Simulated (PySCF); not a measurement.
PySCF 2.14.0, PBE0/def2-svp, df: W(O)(OH)4 ([O]=[W]([OH])([OH])([OH])[OH]), 10 atoms. The geometry is a generated start, not checked to be a minimum at this level.

```yaml
task: energy
method: pbe0
basis: def2-svp
two_electron_scheme: density fitting
mol.max_memory: 3000 MB
mf.max_cycle: 100
mf.init_guess: minao (default)
mf.conv_tol: 1e-09 (default)
mf.grids.level: 3 (default)
effective_core_potentials: those of the basis set, past Kr
basis_functions: 122
grid_points: 133952
```

```xyz
10

W      0.4028    -0.1193     0.2877
O      1.7937    -0.6729     1.0479
O     -1.0766     0.4760    -0.7291
H     -1.6040     0.4864    -1.5323
O      0.6490     1.7503     0.6531
H      0.0481     2.4660     0.3876
O      0.8663    -1.0014    -1.3959
H      1.6801    -1.5289    -1.4551
O     -0.8969    -0.9624     1.4149
H     -1.8624    -0.8939     1.3214
```

Charge 0 and multiplicity 1 are set for this test and not shown to be the ground state.

With the defaults (mf.DIIS = CDIIS, mf.diis = true, mf.level_shift = 0, mf.diis_space = 8, newton = off) it converges in 14 Fock builds. One run each on 2 threads, 1 BLAS thread, with these changes:
- mf.diis_space = 12
- mf.level_shift = 1 Hartree
- mf.level_shift = 0.3 Hartree
- mf.DIIS = EDIIS
- mf.diis_space = 5
- mf.diis = false
- mf.level_shift = 0.1 Hartree
- newton = Hessian by the SCF's own integrals
- mf.DIIS = ADIIS

Q: Which of these changes keep the SCF from converging, or lead it to another solution?

A: No convergence: mf.DIIS = EDIIS; mf.diis = false (the run ends without SCF convergence in 100 cycles). The rest reach the solution of the defaults.

```
setting                                      Fock builds             end
-------------------------------------------  -----------  --------------
the defaults                                          14   same solution
mf.diis_space = 12                                    14   same solution
mf.level_shift = 0.1 Hartree                          15   same solution
mf.level_shift = 0.3 Hartree                          17   same solution
mf.diis_space = 5                                     17   same solution
mf.DIIS = ADIIS                                       25   same solution
mf.level_shift = 1 Hartree                            35   same solution
newton = Hessian by the SCF's own integrals           43   same solution
mf.DIIS = EDIIS                                      101  no convergence
mf.diis = false                                      101  no convergence
```

Under newton the count holds the products with the orbital Hessian.
